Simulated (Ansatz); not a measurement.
Functionals compared on the (111) surface of fcc Pt, clean 1x1 (bottom of the slab: a bare face, its two planes held), in Ansatz (plane waves, PAW). The structure was relaxed with PBE; the other rows are single points on it. Cutoff 420 eV (500 eV for r2SCAN).

Slab: 6 atoms, 11.5 Å thick at the start with caps and adatoms (thin: gaps and levels are the slab's own); k 15x15x1, smearing 0.1 eV, dipole-corrected; 2 atoms held, the rest relaxed; start symmetry kept, larger cells not searched; no spin, no spin-orbit, no U. These notes are the PBE run's.

```
functional  work function of the top face (eV)          rough cost of the single point
----------  ----------------------------------  --------------------------------------
PBE                                       5.69                                       –
LDA                                       6.08  about 27 core-seconds (a rough figure)
PBEsol                                    5.83          around 27 core-seconds (rough)
RPBE                                      5.53            very roughly 29 core-seconds
r2SCAN                              (withheld)          around 50 core-seconds (rough)
```

Some entries are withheld; supply them.


- r2SCAN, work function of the top face (eV): 5.76

Ansatz is a program for electronic structure.
